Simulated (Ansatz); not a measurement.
CdTe: isotropic strain −3.00 %

Take CdTe in the zinc blende structure (space group F-43m, No. 216; a = 6.6180 Å) as the base.

Modification: an isotropic linear strain of −3.00 %, atoms relaxed at fixed cell.

Calculations: PBE (Ansatz, an electronic-structure program, PAW, no spin-orbit coupling). Settings: 9×9×9 k-points, 0.05 eV Fermi–Dirac smearing.

```tsv
quantity	base	changed	shift
volume per atom	36.23 Å³	33.07 Å³	-3.16 Å³
space group	F-43m (No. 216)	F-43m (No. 216)	–
energy relative to the base (free energy F)	0 meV/atom	+36 meV/atom	+36 meV/atom
pressure	0.00 GPa	4.00 GPa	+3.995 GPa
band gap	0.59 eV	0.86 eV	+0.27 eV
gap character	direct at Γ	direct at Γ	–
mean gap deformation potential ΔEg/Δln V	–	-3.0 eV	–
electron mass	0.053 mₑ (at Γ)	0.069 mₑ (at Γ)	–
hole mass (degenerate bands, along [100])	0.054, 0.57, 0.57 mₑ (at Γ)	0.071, 0.49, 0.49 mₑ (at Γ)	–
valley order (the lowest conduction-band minima on the path, energy above the VBM, named in the base's zone)	Γ 0.59 eV; L along ⟨111⟩ 1.76 eV	Γ 0.86 eV; L along ⟨111⟩ 1.85 eV	–
```

Spin-orbit coupling, missing from the scalar runs, can matter with Te. Effective masses come from finite differences of ±0.01 Å⁻¹. Whether these cells are dynamically stable was not tested.
